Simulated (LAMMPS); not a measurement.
An MD run on Ni3Al (L1_2), 4000 atoms, at 990 K and 2 GPa, heated as the crystal.

Level of theory: classical MD, pair style eam/alloy, file NiAlH_jea.eam.alloy (LAMMPS).

```csv
angle (°),"probability per degree, Ni-Al-Ni","probability per degree, Al-Ni-Ni","probability per degree, Ni-Ni-Ni"
43.50,0.0000,0.0000,0.0000
46.50,0.0001,0.0002,0.0002
49.50,0.0012,0.0017,0.0013
52.50,0.0074,0.0103,0.0067
55.50,0.0215,0.0294,0.0164
58.50,0.0326,0.0454,0.0251
61.50,0.0299,0.0410,0.0226
64.50,0.0180,0.0244,0.0139
67.50,0.0075,0.0101,0.0064
70.50,0.0023,0.0032,0.0021
73.50,0.0007,0.0008,0.0008
76.50,0.0007,0.0001,0.0013
79.50,0.0020,0.0000,0.0040
82.50,0.0054,0.0000,0.0087
85.50,0.0098,0.0000,0.0155
88.50,0.0132,0.0000,0.0194
91.50,0.0128,0.0001,0.0188
94.50,0.0091,0.0001,0.0137
97.50,0.0048,0.0001,0.0081
100.5,0.0021,0.0001,0.0040
103.5,0.0010,0.0007,0.0017
106.5,0.0017,0.0027,0.0019
109.5,0.0051,0.0077,0.0046
112.5,0.0117,0.0163,0.0095
115.5,0.0196,0.0266,0.0151
118.5,0.0250,0.0335,0.0187
121.5,0.0239,0.0314,0.0178
124.5,0.0175,0.0233,0.0135
127.5,0.0100,0.0139,0.0078
130.5,0.0043,0.0066,0.0037
133.5,0.0015,0.0025,0.0016
136.5,0.0005,0.0008,0.0006
139.5,0.0001,0.0003,0.0002
142.5,0.0000,0.0001,0.0001
145.5,0.0000,0.0000,0.0001
148.5,0.0000,0.0000,0.0000
151.5,0.0000,0.0000,0.0000
154.5,0.0000,0.0000,0.0001
157.5,0.0001,0.0000,0.0002
160.5,0.0004,0.0000,0.0009
163.5,0.0011,0.0000,0.0024
166.5,0.0029,0.0000,0.0054
169.5,0.0059,0.0000,0.0098
172.5,0.0086,0.0000,0.0125
175.5,0.0079,0.0000,0.0113
178.5,0.0034,0.0000,0.0048
```

The data show:
- state found: crystal; no diffusion seen in 30 ps
- most common Ni-Al-Ni angle: at the 3° bin centred on 58.5°, after smoothing over three bins (mean of all 97°)
- most common Al-Ni-Ni angle: at the 3° bin centred on 58.5°, after smoothing over three bins (mean of all 90°)
- most common Ni-Ni-Ni angle: at the 3° bin centred on 58.5°, after smoothing over three bins (mean of all 102°)

Caution: a run this short can hold a crystal over, or a liquid under, the potential's own melting point, which these runs don't give.
